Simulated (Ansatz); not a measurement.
Take Re in the hcp (Mg type) structure (space group P6_3/mmc, No. 194; a = 2.775 Å, c = 4.483 Å) as the base.

All numbers come from PBE, PAW, 420 eV (Ansatz, a first-principles code; without spin-orbit coupling), earlier PAW set.

Before the change:

The density is 20.68 g/cm³.

Now apply this change: cell and atoms relaxed at a pressure of 100 GPa.

Q: How does this affect the density?

A: The density rises by 4.18 g/cm³ to 24.86 g/cm³.

Load acts through the strain it causes; cell and atoms are relaxed under it. Whether these cells are dynamically stable was not tested. Competing high-pressure phases were not computed. The final runs are not spin-polarised.
